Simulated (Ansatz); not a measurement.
The parent structure is LiF in the CsCl type structure (space group Pm-3m, No. 221; a model cell, its experimental status unchecked).

```
CELL_PARAMETERS angstrom
      2.51654     0.00000     0.00000
      0.00000     2.51654     0.00000
      0.00000     0.00000     2.51654
ATOMIC_POSITIONS crystal
  Li 0.00000 0.00000 0.00000
  F  0.50000 0.50000 0.50000
```

Cartesian axes are those of the cell as printed.

Method: r2SCAN/PAW in Ansatz (an electronic-structure program), spin-orbit coupling left out.

Strains are applied to the cell and any free atomic positions relax.

One change was made to it. Results:

The band gap decreases by 0.37 eV, from 8.91 eV to 8.54 eV; the pressure goes from zero to -2.96 GPa.

Q: Name the change that was made.
A. uniaxial strain ε_yy = −5.84 %
B. isotropic strain +1.41 %
C. uniaxial strain ε_xx = +1.45 %

A: B, isotropic strain +1.41 %. For comparison, the band gap in the other runs: uniaxial strain ε_yy = −5.84 % gives 9.08 eV; uniaxial strain ε_xx = +1.45 % gives 8.74 eV.

Stability against distortions was not tested. This is not the structure that LiF has at room temperature and ambient pressure.
